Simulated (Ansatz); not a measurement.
The parent structure is a 16-atom supercell of Nb₃Sn in the A15 (Cr3Si type) structure (space group Pm-3n, No. 223; a = 5.319 Å) at its relaxed geometry.

(Cell as relaxed with PBE.)

Levels (all Ansatz, a first-principles code, PAW): PBE (420 eV, no spin-orbit coupling); PBEsol (420 eV, no SOC).

Each level relaxes its own structure.

Perturbation: a neutral Sn on a Nb site (antisite), atoms relaxed at fixed cell, starting from a slightly rattled geometry.

| quantity | PBE | PBEsol |
|---|---|---|
| pressure | 2.9 GPa | 3.1 GPa |
| largest displacement of a host atom from its site in the perfect cell | 0.09 Å | 0.09 Å |

PBE's pressure lies 0.2 GPa below PBEsol's; the two agree on the largest displacement of a host atom from its site in the perfect cell. Neither level is exact; PBEsol is the comparison here, not a measurement.

In so small a cell the defect repeats every few ångströms: this is an ordered compound, not a dilute defect. All final runs are without spin polarisation.
